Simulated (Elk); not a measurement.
Elk run on LiAu (Pm-3m, 2 atoms in the cell): self-consistent single point.

Computed with PBEsol, all-electron FP-LAPW, Elk's shipped species files, APW+lo basis with extra local orbitals (Elk).

```xyz
2
Lattice="3.0840 0.0000 0.0000 0.0000 3.0840 0.0000 0.0000 0.0000 3.0840" Properties=species:S:1:pos:R:3 pbc="T T T"
Li     0.0000     0.0000     0.0000
Au     1.5420     1.5420     1.5420
```

Reference input (self-consistent single point, DFT, PBEsol, all-electron FP-LAPW, Elk's shipped species files, APW+lo basis with extra local orbitals): xctype = 22; rgkmax = 8; stype = 1; swidth = 0.00367493 Ha; ngridk = 11 11 11; vkloff = 0.5 0.5 0.5; gmaxvr = 14 1/bohr; nxlo = 2; lorbcnd = true; rmtscf = 0.98; lmaxi = 2. This run's input differs from it in these lines:

```diff
@@ -6,2 +6,5 @@
 
+tforce
+  .true.
+
 rgkmax
@@ -11,2 +14,8 @@
   14.0
+
+lmaxapw
+  10
+
+lmaxo
+  8
 
@@ -22,3 +31,3 @@
 lmaxi
-  2
+  4
```

The program printed (abridged):

```
│ Self-consistent loop started │
│ Loop number : 1 │
 total energy                :     -19029.3543001
│ Loop number : 2 │
 total energy                :     -19030.2674975
RMS change in Kohn-Sham potential (target) :    15.04962243     (  0.1000000000E-05)
Absolute change in total energy (target)   :   0.9131974073     (  0.1000000000E-03)
│ Loop number : 3 │
 total energy                :     -19025.0167649
RMS change in Kohn-Sham potential (target) :    10.51727650     (  0.1000000000E-05)
Absolute change in total energy (target)   :    5.022433277     (  0.1000000000E-03)
│ Loop number : 4 │
   [... lines left out ...]
Absolute change in total energy (target)   :   0.3224118554E-03 (  0.1000000000E-03)
│ Loop number : 16 │
 total energy                :     -19050.2280661
RMS change in Kohn-Sham potential (target) :   0.1113729046E-05 (  0.1000000000E-05)
Absolute change in total energy (target)   :   0.8704913489E-04 (  0.1000000000E-03)
│ Loop number : 17 │
 total energy                :     -19050.2280430
RMS change in Kohn-Sham potential (target) :   0.5066987283E-06 (  0.1000000000E-05)
Absolute change in total energy (target)   :   0.1290667569E-05 (  0.1000000000E-03)
Convergence targets achieved

│ Loop number : 18 │

Energies :
 Fermi                       :     0.225574937612
 total energy                :     -19050.2280401

Density of states at Fermi energy :    9.247676737
 (states/Hartree/unit cell)

Estimated indirect band gap :   0.2838852348E-02
 from k-point     20 to k-point     21
Estimated direct band gap   :   0.2688554489E-01
 at k-point     35

Charges :
 core                        :    48.00000000
 valence                     :    34.00000000
 interstitial                :    1.705009344
 muffin-tins (core leakage)
  species :    1 (Li)
   atom    1                 :    2.183334343     (   0.000000000    )
  species :    2 (Au)
   atom    1                 :    78.11165631     (  0.1325662495E-03)
 total in muffin-tins        :    80.29499066
   [... lines left out ...]
   total force               :     0.00000000    0.00000000    0.00000000
   total magnitude           :     0.00000000
 species :    2 (Au)
  atom :    1
   Hellmann-Feynman          :    -0.00000000    0.00000000    0.00000000
   IBS                       :     0.00000000    0.00000000    0.00000000
   total force               :    -0.00000000    0.00000000    0.00000000
   total magnitude           :     0.00000000
```

The run converged in 18 iterations. The count includes the last loop, which Elk runs after its targets are met. Against the reference run the total energy rises by 2.1 meV/atom.

The starting cell comes from a database of computed structures (which also holds hypothetical and non-ambient phases and stackings), without a prior relaxation at this level. Spin-orbit coupling is off. Values depend on the basis (sphere radii, cutoffs, local orbitals), which need not be converged. The log's line on a gap gives a spacing of levels on this mesh, which the program prints for metals too.

Cost on one core of a shared machine: roughly 60 s.
